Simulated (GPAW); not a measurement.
A self-consistent single point of MnZn3 (Pm-3m, 4 atoms in the cell) with GPAW.

Method of the run: LDA (Perdew-Wang 92), GPAW PAW datasets LDA (gpaw-data 1.0.1) (plane waves; GPAW).

```xyz
4
Lattice="3.7262 0.0000 0.0000 0.0000 3.7262 0.0000 0.0000 0.0000 3.7262" Properties=species:S:1:pos:R:3 pbc="T T T"
Mn     0.0000     0.0000     0.0000
Zn     0.0000     1.8631     1.8631
Zn     1.8631     0.0000     1.8631
Zn     1.8631     1.8631     0.0000
```
Moments meant for the start (each program seeds them in its own way; μB, in the order of the atoms Mn Zn Zn Zn): 4.0 0.0 0.0 0.0.

Reference input (self-consistent single point, DFT PBEsol, plane waves, GPAW PAW datasets PBEsol (made by gpaw-setup)): spinpol = true; mode = pw; ecut = 800 eV; xc = PBEsol; kpts = 6 6 6; mesh shift (steps) = 0 0 0; occupations.name = fermi-dirac; occupations.width = 0.1 eV; nbands = -12; convergence.density = 1e-05 e/electron; convergence.energy = 1e-05 eV/electron; symmetry.symmorphic = false. This run's input differs from it in these lines:

```diff
@@ -18,3 +18,3 @@
             mode=PW(800),
-            xc='PBEsol',
+            xc='LDA',
             kpts={'size': (6, 6, 6), 'gamma': True},
```

Its files differ too (potentials: GPAW PAW datasets LDA (gpaw-data 1.0.1)).

Output (repeated stretches shortened):

```
     iter     time        total  log10-change:  magmom
                         energy   eigst   dens
iter:   1 --:--:--   -18.168549                   +4.0038
iter:   2 --:--:--   -17.667309   -0.42  -1.51    +2.8506
iter:   3 --:--:--   -16.991707   -1.36  -1.54    +2.1204
iter:   4 --:--:--   -16.772900   -1.89  -1.61    +2.1111
iter:   5 --:--:--   -17.520799   -1.22  -1.80    +2.0576
   [... 6 lines left out ...]
iter:  12 --:--:--   -16.720626   -4.67  -3.18    +2.0163
iter:  13 --:--:--   -16.722327   -3.63  -3.22    +2.0166
iter:  14 --:--:--   -16.720204   -4.38  -3.20    +2.0152
iter:  15 --:--:--   -16.720030   -4.91  -3.53    +2.0144
iter:  16 --:--:--   -16.720030c  -6.35  -4.05    +2.0139
iter:  17 --:--:--   -16.720020c  -6.18  -4.03    +2.0135
iter:  18 --:--:--   -16.720027c  -6.47  -4.14    +2.0136
iter:  19 --:--:--   -16.720019c  -6.32  -4.34    +2.0134
iter:  20 --:--:--   -16.720020c  -7.61c -5.34c   +2.0134
Converged after 20 iterations.

Dipole moment: (0.000000, -0.000000, -0.000000) |e|*Ang

Total magnetic moment: (0.000000, 0.000000, 2.013415)
Local magnetic moments:
   0 Mn ( 0.000000,  0.000000,  2.164115)
   1 Zn ( 0.000000,  0.000000, -0.065689)
   2 Zn ( 0.000000,  0.000000, -0.065689)
   3 Zn ( 0.000000,  0.000000, -0.065689)

Energy contributions relative to reference atoms: (reference = -177819.177085)

Kinetic:         -8.733777
Potential:      +14.927600
External:        +0.000000
XC:             -22.949093
Entropy (-ST):   -0.073745
Local:           +0.072123
SIC:             +0.000000
--------------------------
Free energy:    -16.756892
Extrapolated:   -16.720020

Spin contamination: 0.269580 electrons
Showing only first 2 kpts
                      Up                     Down
   [... lines left out ...]
Fermi level: 7.73354
No gap
   [... lines left out ...]
No difference between direct/indirect transitions
Energy (eV): -16.72002

Forces in eV/Ang:
  0 Mn    0.00000    0.00000    0.00000
  1 Zn   -0.00000    0.00000    0.00000
  2 Zn    0.00000   -0.00000    0.00000
  3 Zn    0.00000    0.00000    0.00000

Stress tensor:
     0.042738     0.000000     0.000000
     0.000000     0.042738     0.000000
     0.000000     0.000000     0.042738
Stress (GPa, Voigt): [6.8474 6.8474 6.8474 0.     0.     0.    ]
```

The run converged in 20 iterations. GPAW prints stress with tension positive. Against the reference run the pressure goes from 0.10 to -6.85 GPa and the size of the net moment goes from 0.57 to 0.50 μB/atom.

The starting cell comes from a database of computed structures (which also holds hypothetical and non-ambient phases and stackings), without a prior relaxation at this level. Its lattice was rescaled by a random factor within 2.5 % of one. With one magnetic atom in the cell only a parallel order is possible. With a pressure of about -7 GPa the cell is away from its equilibrium volume at this level.

Cost on one core of a shared machine: roughly 90 s.
